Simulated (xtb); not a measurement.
xtb 6.7.1, GFN2-xTB: CC1(C)c2ccsc2-c2sc(-c3ccc4c(c3)oc3cc(-c5ccccc5)ccc34)cc21, 52 atoms. The geometry is a generated start, not checked to be a minimum at this level.

```
Item                                                                                                           Result
------------------------  -------------------------------------------------------------------------------------------
method                                                                                                       GFN2-xTB
--acc                                                                                                     1 (default)
--etemp (K)                                                                                             300 (default)
detailed input (--input)  none: ANC optimiser, Lindh (1995) Hessian, microcycle=20, maxdispl=1.0, hlow=0.01 (default)
basis functions                                                                                                   160
valence electrons                                                                                                 154
```

The structure is relaxed from this start with --opt LEVEL for the levels crude, sloppy, loose, lax, normal, tight, vtight, extreme, once each. Up to the end of the extreme run atoms move by at most 1.2 Å along an axis.

Q: What is the loosest level that ends within 5 meV of the extreme run, and how many cycles does it take?

A: normal: 40 cycles against 94, ending 2.9 meV above.

| level | cycles | energy above the extreme run (meV) | gradient norm (eV/Å) |
|---|---|---|---|
| crude | 5 | 76 | 0.39 |
| sloppy | 13 | 26 | 0.14 |
| loose | 17 | 19 | 0.14 |
| lax | 24 | 12 | 0.10 |
| normal | 40 | 2.9 | 0.039 |
| tight | 62 | 0.51 | 0.0053 |
| vtight | 94 | under 0.01 | 0.0019 |
| extreme | 94 | — | 0.0019 |
